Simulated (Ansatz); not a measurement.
Consider CaTiO3 in the cubic perovskite structure (space group Pm-3m, No. 221; a = 3.8414 Å; a model cell). Axes: x, y, z lie along the cube axes.

Calculations: PBEsol (Ansatz, an electronic-structure program), without spin-orbit coupling, earlier PAW set.

A first run, uniaxial strain ε_xx = +0.82 %, gives secant values C11 ≈ 350 GPa and C12 ≈ 100 GPa from its stress. A second run applies uniaxial stress, 5 GPa tension along x.

**Question.** What does linear elasticity predict for Young's modulus in the second run, and what does the run give?

**Answer.** Linear elasticity: (C11 − C12)(C11 + 2 C12)/(C11 + C12) = 310 GPa. The run gives 300 GPa; any difference comes from nonlinear terms at these strains and numerical noise.

Beyond what the load breaks, stability against distortions was not tested. The final runs are not spin-polarised. Many cubic perovskites are stable only at high temperature; tilts and polar distortions were not tested.
